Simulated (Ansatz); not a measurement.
Convergence study of the k-point mesh at a smearing width of 0.02 eV for TiB₂Mo (Amm2, 4 atoms in the cell)

```
TiB2Mo
1.0
    3.06714     0.00000     0.00000
    0.00000     1.58076     4.20052
    0.00000    -1.58076     4.20052
Ti B Mo
1 2 1
Direct
  0.00000   0.15325   0.15325
  0.50000   0.55875   0.55875
  0.00000   0.43994   0.43994
  0.50000   0.85402   0.85402
```

Method of the run: PBEsol, default PAW files made with PBE (plane waves; Ansatz, a program for electronic structure).

Base settings: basis.ecutwfc = 420 eV; kpoints.mp_grid.grid = 11 11 11; hamiltonian.xc = pbesol; hamiltonian.pseudopotentials = {kind: paw} (the program's default PAW files); scf.occupations.method = gaussian; scf.occupations.width = 0.1 eV.

In this ladder: scf.occupations.width = 0.02 eV.

Only quantities that move along the ladder and can be compared are tabulated.

The count of work is k-points × plane waves × bands × iterations; it is no time. Core times come from one kind of shared machine, to one figure; runs under 30 s give none.

The starting cell comes from a database of computed structures (which also holds hypothetical and non-ambient phases and stackings), without a prior relaxation at this level. Its lattice was rescaled by up to half a per cent. One atom was moved a little off its site on purpose. Spin polarisation is off. Ansatz's pressure includes its estimate of the finite-basis (Pulay) stress.

Steps (kpoints.mp_grid.grid): 4 4 4; 5 5 5; 6 6 6; 7 7 7; 8 8 8; 10 10 10; 12 12 12; 14 15 15; 17 18 18; 21 22 22; 25 26 26.

**Question.** What is the coarsest kpoints.mp_grid.grid that holds the forces within 0.01 eV/Å?

**Answer.** Not settled: the last two steps still differ by 0.008 eV/Å, over half the tolerance, so the ladder does not show it.

**Question.** What is the coarsest kpoints.mp_grid.grid that holds the free energy within 1 meV/atom of the last step, with all finer ones?

**Answer.** 6 6 6, at 0.022 of the last step's count of work; the step before is off by 2.5 meV/atom.

| kpoints.mp_grid.grid | free energy less the last step's (meV/atom) | pressure (GPa) | largest difference of a force vector from the last step's (eV/Å) | count of work / last | core time / last (rough) |
|---|---|---|---|---|---|
| 4 4 4 | -1.78 | -2.62 | 0.281 | 0.0088 | – |
| 5 5 5 | -2.47 | -2.55 | 0.061 | 0.011 | – |
| 6 6 6 | -0.29 | -2.46 | 0.020 | 0.022 | – |
| 7 7 7 | -0.54 | -2.54 | 0.037 | 0.027 | – |
| 8 8 8 | -0.58 | -2.56 | 0.065 | 0.051 | – |
| 10 10 10 | -0.63 | -2.51 | 0.031 | 0.078 | – |
| 12 12 12 | 0.13 | -2.50 | 0.022 | 0.13 | – |
| 14 15 15 | -0.02 | -2.52 | 0.011 | 0.22 | 0.3 |
| 17 18 18 | -0.09 | -2.52 | 0.004 | 0.34 | 0.5 |
| 21 22 22 | -0.05 | -2.52 | 0.008 | 0.61 | 0.6 |
| 25 26 26 | 0.00 | -2.52 | 0.000 | 1.0 | 1 |

Keys are those of Ansatz 0.2.
